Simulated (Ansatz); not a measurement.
## Al2Pt with two functionals

The parent structure is Al2Pt (space group Fm-3m, No. 225; a = 5.946 Å).

(Cell as relaxed with PBE.)

Levels (all Ansatz, a program for electronic structure, PAW): PBE (420 eV, no SOC); PBEsol (420 eV, no spin-orbit coupling).

Each level relaxes its own structure.

```csv
quantity,PBE,PBEsol
volume per atom,17.52 Å³,17.08 Å³
lattice parameter a,5.946 Å,5.896 Å
band gap,zero,zero
```

PBE's volume per atom lies 0.44 Å³ above PBEsol's (2.6 %); PBE's lattice parameter a lies 0.050 Å above PBEsol's (0.8 %); the two agree on the band gap. Neither level is exact; PBEsol is the comparison here, not a measurement.

No phonon test of stability was made. The final runs are not spin-polarised.
